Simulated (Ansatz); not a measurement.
The starting structures come from a database of crystals and need not be the phases stable at ambient conditions.

By PBEsol, the system below comes out a metal.

Without scattering a metal conducts by its projected Fermi surface.

Consider the following.

```yaml
crystal:
  lattice:
    - [3.18228, 0.00000, 0.00000]
    - [0.00000, 3.23476, 0.00000]
    - [0.00000, -1.61738, 2.80138]
  atoms:
    - { symbol: Mo, position: [0.00000, 0.00000, 0.00000] }
    - { symbol: P, position: [0.50000, 0.66667, 0.33333] }
```

Space group of this cell: P-6m2. The cell is taken as given; by PBEsol its mean pressure is -4.5 GPa.

The current flows along the normal of the first two printed cell vectors, the (100) plane of the conventional cell. No spin-orbit coupling; the value is a mean over 0.1 eV about the Fermi level.

Task: Predict the ballistic conductance per area from PBEsol run with Ansatz (a quantum-chemistry and plane-wave program).

Result: 0.61 × 10¹⁵ S/m² for both spins.
